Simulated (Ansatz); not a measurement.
Results of r²SCAN (PAW; Ansatz, a program for electronic structure) for HfIr3 (model structure, started from the D022 type, I4/mmm, No. 139, 4 atoms in the cell).

Settings: plane-wave cutoff 560 eV, 20×20×20 k mesh, Fermi–Dirac smearing 0.05 eV, no spin polarisation, scalar-relativistic PAW data made under PBE.

Cell (relaxed at this level):

```xyz
4
Lattice="-1.9775 1.9775 3.9488 1.9775 -1.9775 3.9488 1.9775 1.9775 -3.9488" Properties=species:S:1:pos:R:3 pbc="T T T"
Ir     0.0000     0.0000     3.9488
Ir     0.0000     1.9775     1.9744
Ir     1.9775     0.0000     1.9744
Hf     0.0000     0.0000     0.0000
```

Question: What does this level give for the bulk modulus?

Answer: 
- bulk modulus = 292 GPa

Note: the run has no spin polarisation, so it can have missed a magnetic state; the bulk modulus is −V dP/dV from two relaxed cells at ±2 % in volume; the relaxation could raise the start's symmetry but not lower it, so the cell can be a saddle point.

Spin–orbit coupling is not included.

The computed numbers hold no vibrational or temperature effects.

Cost on a shared machine: very roughly 28 core-minutes.

A model structure was made by putting elements into a prototype or built by hand; it is no filed structure, need not be a known phase, and can be a saddle point held by its symmetry.
